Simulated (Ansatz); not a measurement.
# A computed series for Sn4Au: pressure series

The reference is Sn4Au (space group Ccce, No. 68; a = 6.5225 Å, b = 11.7601 Å, c = 6.4897 Å; a cell from a computed database, its experimental status unchecked).

Cell and atoms are relaxed at each pressure.

All numbers come from Ansatz (a first-principles code) PBEsol, spin-orbit coupling left out.

```
pressure (GPa)  volume per atom (Å³/atom)
--------------  -------------------------
-2                                 25.770
0                                  24.890
0.3                                     ?
0.7                                24.625
1.5                                24.340
3                                  23.858
5                                  23.299
7.5                                22.693
10                                 22.166
```

Task: Fit the third-order Birch–Murnaghan form P(V) = (3B₀/2)[(V₀/V)^(7/3) − (V₀/V)^(5/3)]·[1 + (3/4)(B₀′ − 4)((V₀/V)^(2/3) − 1)] (squares taken in P) to the rows shown and predict the withheld row.

Result: Least squares on the printed values gives V₀ = 24.891 Å³/atom, B₀ = 63.3 GPa, B₀′ = 5.3; this predicts 24.775 Å³/atom, and the run gives 24.774 Å³/atom, in agreement.

Load acts through the strain it causes; cell and atoms are relaxed under it. No phonon test of stability was made. Competing high-pressure phases were not computed.
